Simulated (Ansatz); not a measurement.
```
CELL_PARAMETERS angstrom
      4.40711     0.00000     0.00000
      0.00000     4.40711     0.00000
      0.00000     0.00000     4.40711
ATOMIC_POSITIONS crystal
  K  0.50000 0.50000 0.50000
  Ca 0.00000 0.00000 0.00000
  F  0.00000 0.50000 0.00000
  F  0.50000 0.00000 0.00000
  F  0.00000 0.00000 0.50000
```

The cell is a database entry relaxed within its symmetry; it need not be the phase found at ambient conditions.

Is this relaxed cell dynamically stable according to harmonic phonons (finite displacements on a 4×4×4 mesh, DFT at the PBEsol level (Ansatz, a program for electronic structure), k mesh 8×8×8)? If not, where is the strongest instability?

No. The softest mode is 97i cm⁻¹ at q = (-0.500, -0.500, -0.500) in fractions of the reciprocal vectors of this cell, and 64 of the 64 wave vectors of the mesh carry a mode beyond 15i cm⁻¹.
